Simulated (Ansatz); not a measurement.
The parent structure is Hf in the hcp (Mg type) structure (space group P6_3/mmc, No. 194; a = 3.1591 Å, c = 4.9999 Å).

Level of theory: PBEsol in Ansatz (plane waves to 420 eV, PAW, no spin-orbit coupling).

One change was made to it. Results:

```tsv
quantity	base	after
volume per atom	21.61 Å³	17.83 Å³
c/a ratio	1.583	1.605
```

Task: What was done to the base?
A. pressure −1 GPa
B. pressure 30 GPa
C. pressure 4.5 GPa
D. pressure 15 GPa

Result: B, pressure 30 GPa. For comparison, the volume per atom in the other runs: pressure −1 GPa gives 21.80 Å³; pressure 15 GPa gives 19.35 Å³; pressure 4.5 GPa gives 20.82 Å³.

Load acts through the strain it causes; cell and atoms are relaxed under it. Stability against distortions was not tested. Competing high-pressure phases were not computed. All final runs are without spin polarisation.

Ansatz is a program for electronic structure.
